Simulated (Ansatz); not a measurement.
The reference is GaP in the zinc blende structure (space group F-43m, No. 216; a = 5.3914 Å). Axes: x, y, z lie along the cube axes.

All numbers come from LDA, PAW, 420 eV (Ansatz, a first-principles code; without spin-orbit coupling).

It is then changed as follows: an isotropic linear strain of −3.00 %; the atoms relax in the strained cell.

Q: Predict the stress tensor and what it implies for the stiffness.

A: Stress of the strained cell less that of the base (GPa, compression positive):
```
  10.06    0.00    0.00
   0.00   10.06    0.00
   0.00    0.00   10.06
```

Then B = −ΔP/(ΔV/V₀) with ΔV/V₀ = -0.0873 gives secant stiffness values (nonlinear terms included at this strain): B ≈ 115 GPa.

As a check, the harmonic strain energy −½ V₀ Δσ:ε is 55 meV/atom; the computed energy rise is 49 meV/atom.

Whether these cells are dynamically stable was not tested.
